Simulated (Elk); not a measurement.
## How far to go with the basis cutoff: Ba (Im-3m, 1 atom in the cell)

```
CELL_PARAMETERS angstrom
     -2.49745     2.49745     2.49745
      2.49745    -2.49745     2.49745
      2.49745     2.49745    -2.49745
ATOMIC_POSITIONS crystal
  Ba 0.00000 0.00000 0.00000
```

Computed with PBE, all-electron FP-LAPW, Elk's shipped species files, default APW+lo basis in Elk.

Base settings: xctype = 20; swidth = 0.00367493 Ha; ngridk = 6 6 6; maxscl = 100.

The second cell is the first with its lattice scaled by 0.98.

The mesh stays at the base's, so the ladder's end is converged at best in this setting alone.

Only quantities that move along the ladder and can be compared are tabulated.

The starting cell has typed, rounded lattice constants, without a prior relaxation at this level. Its lattice was rescaled by up to half a per cent. Values depend on the basis (sphere radii, cutoffs, local orbitals), which need not be converged.

| rgkmax | free energy less the last step's (meV/atom) | energy of the compressed cell less the first (meV/atom) |
|---|---|---|
| 4.14 | 5645.79 | -243.26 |
| 4.43 | 3922.44 | -47.68 |
| 4.7 | 2802.99 | -63.72 |
| 4.95 | 1979.51 | -7.00 |
| 5.19 | 1357.74 | 24.05 |
| 5.42 | 1035.92 | -25.11 |
| 5.86 | 549.39 | 14.02 |
| 6.26 | 285.30 | 15.35 |
| 6.64 | 162.56 | 13.54 |
| 7.34 | 50.21 | 12.97 |
| 7.67 | 29.61 | 12.64 |
| 8.13 | 12.31 | 13.14 |
| 8.57 | 4.58 | 13.28 |
| 9.26 | 0.00 | 13.23 |

Coarsest rgkmax that holds the energy of the compressed cell less the first within 0.2 meV/atom of the last step, with all finer ones: 8.13; the step before is off by 0.59 meV/atom.

Coarsest rgkmax that holds the free energy within 5 meV/atom: not settled: the last two steps still differ by 4.6 meV/atom, over half the tolerance, so the ladder does not show it.
